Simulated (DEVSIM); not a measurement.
**abrupt Si n-p junction**

Structure: abrupt Si n-p junction, at 300 K.

```tsv
layer (left to right)	material	thickness (μm)	Nd (cm⁻³)	Na (cm⁻³)	τn (s)	τp (s)
1	Si	0.100	6.1e18	-	1e-5	1e-5
2	Si	11.0	-	5.3e15	1e-5	1e-5
```

Left contact: ohmic. Right contact: ohmic. Voltage is applied to the left contact. Recombination: SRH at mid-gap. Mobility is μmin + (μ − μmin)/(1 + (N/Nref)^α).

This is a model device: material constants are rounded textbook-type values typed into the input, and sizes, dopings and lifetimes were drawn at random. Values at 300 K.

```
parameter           Si
-------------  -------
gap (eV)         1.124
affinity (eV)     4.05
permittivity      11.7
Nc (cm⁻³)      2.86e19
Nv (cm⁻³)       3.1e19
μn (cm²/Vs)       1417
μp (cm²/Vs)        470
μn,min              52
μp,min              45
Nref,n          9.7e16
Nref,p          2.2e17
αn                0.68
αp                0.72
```

Simulated with DEVSIM: 1D drift-diffusion, Boltzmann statistics, complete ionisation; no tunnelling, impact ionisation, image-force lowering or self-heating.

| Quantity | Result |
|---|---|
| Potential step across the device at zero bias | 0.860 V |
| Largest field in the device at zero bias | 140000 V/cm |
| Dark forward voltage at 1 A/cm² | 0.594 V |
| Dark forward voltage at 100 A/cm² | 0.738 V |

Small-signal capacitance in reverse bias (quasi-static):

```tsv
V (V)	C (nF/cm²)
0.4	19.7
1	15.9
2	12.6
3	10.8
4	9.60
6	8.05
8	7.08
10	6.38
13	5.65
16	5.12
20	4.60
```

Dark forward current:

```
V (V)  J (A/cm²)
-----  ---------
-0.05    -1.2e-9
-0.10    -7.2e-9
-0.20    -2.6e-7
-0.25    -1.8e-6
-0.35    -8.2e-5
-0.40   -0.00056
-0.45    -0.0039
-0.55      -0.18
-0.60       -1.2
-0.65       -7.6
-0.75       -140
-0.80       -410
-0.90      -2000
-0.95      -3500
```
